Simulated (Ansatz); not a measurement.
Here is the system:

```
CELL_PARAMETERS angstrom
      2.65790     1.53454     4.69060
     -2.65790     1.53454     4.69060
      0.00000    -3.06908     4.69060
ATOMIC_POSITIONS crystal
  Zn 0.36510 0.36510 0.36510
  Zn 0.63490 0.63490 0.63490
  Sn 0.14938 0.14938 0.14938
  Sn 0.85062 0.85062 0.85062
  O  0.04980 0.44634 0.75792
  O  0.95020 0.55366 0.24208
  O  0.75792 0.04980 0.44634
  O  0.24208 0.95020 0.55366
  O  0.44634 0.75792 0.04980
  O  0.55366 0.24208 0.95020
```

No spin polarisation.

Calculations: PBEsol/PAW in Ansatz (a first-principles code), no spin-orbit coupling. Settings: 8×8×8 k-points, 0.05 eV Fermi–Dirac smearing.

Question: What is the computed electron mass?

Answer: 0.19 mₑ (at Γ).

Question: What band gap does the calculation give?

Answer: 1.41 eV.

Load acts through the strain it causes; cell and atoms are relaxed under it. Effective masses come from finite differences of ±0.01 Å⁻¹. Whether these cells are dynamically stable was not tested. The cell was made from ZnSnO$_{3}$ (space group R-3, No. 148; a cell from a computed database, its experimental status unchecked) by this change: pressure −1 GPa.
